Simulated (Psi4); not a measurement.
Psi4 1.11, CCSD(T)/cc-pvdz, cc_type conv, scf_type pk, freeze_core True: cluster of 3 water molecules, 9 atoms. The geometry is a generated start, not checked to be a minimum at this level.

```json
{
  "task": "energy",
  "method": "ccsd(t)",
  "basis": "cc-pvdz",
  "memory": "32 GB",
  "cc_type": "conv",
  "scf_type": "pk",
  "freeze_core": "true",
  "qc_module": "ccenergy",
  "guess": "auto, which took SAD (default)",
  "diis_max_vecs": "10 (default)",
  "scf_initial_accelerator": "adiis (default)",
  "e_convergence": "1e-08 (default)",
  "d_convergence": "1e-08 (default)",
  "basis_functions": "72"
}
```

Machine: one whole node, Intel Xeon 6 (Granite Rapids), 96 cores on 1 socket, 2 hardware threads a core, 3 L3 cache groups, 3 NUMA nodes.

Run on 32 threads, it takes 7.4 s from launch to exit:

```bash
OMP_NUM_THREADS=32 psi4 -n 32 -o stdout input.dat
```

From its output:

```
  Memory set to  29.802 GiB by Python driver.
                       32 Threads,  30517 MiB Core
  Running in c1 symmetry.
  SCF Algorithm Type is PK.
  Guess Type is SAD.
    Number of basis functions: 72
  Using in-core PK algorithm.
      Number of basis functions:        72
  ==> DiskJK: Disk-Based J/K Matrices <==
    Memory [MiB]:            22888
    OpenMP threads:             32
...
Wall Time:        6.91 seconds

                                                       Time (seconds)
Module                                       User      System        Wall        Calls
Total PK formation time             :     23.700u      0.783s      0.799w      1 calls
Libint2ERI::Libint2ERI              :      6.117u      0.417s      0.461w     34 calls
HF: Guess                           :      6.067u      0.633s      0.126w      1 calls
SAD Guess                           :      6.017u      0.633s      0.125w      1 calls
HF: Form G                          :      3.083u      0.100s      0.059w     12 calls
JK: JK                              :      3.067u      0.100s      0.059w     12 calls
PK computes JK                      :      3.067u      0.100s      0.059w     12 calls
HF: DIIS                            :      9.100u      0.283s      0.175w     11 calls
ccenergy                            :    167.400u      6.850s      3.267w      1 calls
F build                             :     14.033u      0.483s      0.272w     14 calls
Wmbej build                         :     30.133u      1.283s      0.588w     14 calls
C->Wmbej                            :      2.850u      0.183s      0.056w     14 calls
F->Wmbej                            :     11.067u      0.450s      0.216w     14 calls
E->Wmbej                            :      6.583u      0.267s      0.129w     14 calls
X->Wmbej                            :      7.217u      0.250s      0.140w     14 calls
Z                                   :      3.467u      0.133s      0.069w     14 calls
T2 Build                            :     67.367u      2.750s      1.314w     14 calls
BT2                                 :     17.567u      0.700s      0.342w     14 calls
ABCD:new                            :     17.550u      0.700s      0.342w     14 calls
ABCD:S                              :      4.150u      0.217s      0.082w     14 calls
ABCD:A                              :      4.133u      0.200s      0.082w     14 calls
ABCD:axpy                           :      5.967u      0.200s      0.115w     14 calls
FT2                                 :      4.267u      0.217s      0.083w     14 calls
WmbejT2                             :     11.800u      0.550s      0.233w     14 calls
CT2                                 :     17.750u      0.700s      0.345w     14 calls
cctriples                           :     17.533u      1.133s      0.350w      1 calls
ET_RHF                              :     17.417u      1.133s      0.348w      1 calls
```

Each time is the median wall time of two to five repeats, run one at a time on the otherwise empty machine; start-up is included. Processes are pinned to neighbouring cores unless said otherwise. The build: conda-forge: OpenMP (LLVM), MKL, Libint2; another build can shift the numbers. Scratch files lie in a memory file system.

### Question
Read the timing block: which change would cut the largest part, on the same cores and with the result kept within 1.0 meV/atom in energy?

### Answer
The largest part is the correlated step, 49 % of the time from launch to exit. One change that relieves it (others may too): going from cc_type = conv, scf_type = pk, qc_module = ccenergy to cc_type = df, scf_type = df, qc_module = not set, the fastest of the measured ones that keep the result: 7.4 s to 2.3 s (3.2× as fast). The largest move is in the correlated step: 3.6 s to 0.74 s. What the program resolved moves too: JK builder from DiskJK to DiskDFJK. These two results differ by: energy 0.89 meV/atom. Others tried: cc_type = df, scf_type = df, qc_module = occ (2.7 s); cc_type = cd, scf_type = cd, qc_module = not set (2.8 s); cc_type = conv, scf_type = pk, qc_module = fnocc (5.1 s). Launch, exit and the like take 1.2 s of the 2.3 s.
